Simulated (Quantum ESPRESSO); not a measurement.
A self-consistent single point of Na₃Ca (P1, 4 atoms in the cell) with Quantum ESPRESSO.

Method of the run: LDA (PZ), GBRV 1.5 ultrasoft (LDA) pseudopotentials (plane waves; Quantum ESPRESSO).

The change in words: lattice scaled by 0.98. Reference geometry:
```xyz
4
Lattice="5.3546 0.0000 0.0000 0.0000 5.3546 0.0000 0.0000 0.0000 5.3546" Properties=species:S:1:pos:R:3 pbc="T T T"
Na     0.0242     2.6640     2.6739
Na     2.6740     0.0225     2.7007
Na     2.6593     2.6595    -0.0298
Ca    -0.0028     0.0086     0.0098
```

Reference input (self-consistent single point, DFT, LDA (PZ), plane waves, GBRV 1.5 ultrasoft (LDA) pseudopotentials): ecutwfc = 40 Ry; ecutrho = 200 Ry; occupations = smearing; smearing = gauss; degauss = 0.019992 Ry; potentials = {Na: na_lda_v1.5.uspp.F.UPF, Ca: ca_lda_v1.uspp.F.UPF}; K_POINTS = automatic 4 4 4 0 0 0; conv_thr = 1e-10 Ry; mixing_beta = 0.7. This run's input differs from it in these lines:

```diff
@@ -33,5 +33,5 @@
 CELL_PARAMETERS angstrom
-   5.354630000     0.000000000     0.000000000
-   0.000000000     5.354630000     0.000000000
-   0.000000000     0.000000000     5.354630000
+   5.247537000     0.000000000     0.000000000
+   0.000000000     5.247537000     0.000000000
+   0.000000000     0.000000000     5.247537000
```

Log, with long lists cut:

```
     Self-consistent Calculation

     iteration #  1     ecut=    40.00 Ry     beta= 0.70

     Threshold (ethr) on eigenvalues was too large:
     Diagonalizing with lowered threshold

     total energy              =    -360.27840973 Ry
     estimated scf accuracy    <       0.00413888 Ry

     iteration #  2     ecut=    40.00 Ry     beta= 0.70

     total energy              =    -360.27901090 Ry
     estimated scf accuracy    <       0.00080064 Ry

     iteration #  3     ecut=    40.00 Ry     beta= 0.70

     total energy              =    -360.27915043 Ry
     estimated scf accuracy    <       0.00008088 Ry

   [... 3 blocks of this kind left out ...]

     iteration #  7     ecut=    40.00 Ry     beta= 0.70

     total energy              =    -360.27916337 Ry
     estimated scf accuracy    <          2.6E-10 Ry

     iteration #  8     ecut=    40.00 Ry     beta= 0.70
     End of self-consistent calculation

     the Fermi energy is     2.5979 ev

!    total energy              =    -360.27916337 Ry
     estimated scf accuracy    <          3.9E-11 Ry
     smearing contrib. (-TS)   =      -0.00643298 Ry
     internal energy E=F+TS    =    -360.27273039 Ry

     convergence has been achieved in   8 iterations

     Forces acting on atoms (cartesian axes, Ry/au):

     atom    1 type  1   force =    -0.00082925    0.00107954    0.00007809
     atom    2 type  1   force =     0.00034245   -0.00092205   -0.00106251
     atom    3 type  1   force =     0.00096797    0.00126914    0.00093972
     atom    4 type  2   force =    -0.00048117   -0.00142664    0.00004470

     Total force =     0.003107     Total SCF correction =     0.000005

          total   stress  (Ry/bohr**3)                   (kbar)     P=       -4.28
  -0.00002920  -0.00000002   0.00000014           -4.30       -0.00        0.02
  -0.00000002  -0.00002910   0.00000024           -0.00       -4.28        0.04
   0.00000014   0.00000024  -0.00002909            0.02        0.04       -4.28

   JOB DONE.
```

The run converged in 8 iterations. Against the reference run the free energy falls by 9.9 meV/atom, the pressure goes from -0.97 to -0.43 GPa and the largest force goes from 0.041 to 0.048 eV/Å.

The starting cell comes from a database of computed structures (which also holds hypothetical and non-ambient phases and stackings), without a prior relaxation at this level. Its atoms were displaced at random from the sites of space group no. 221. For this run, on top of that: lattice scaled by 0.98.

Cost on one core of a shared machine: roughly 30 s.
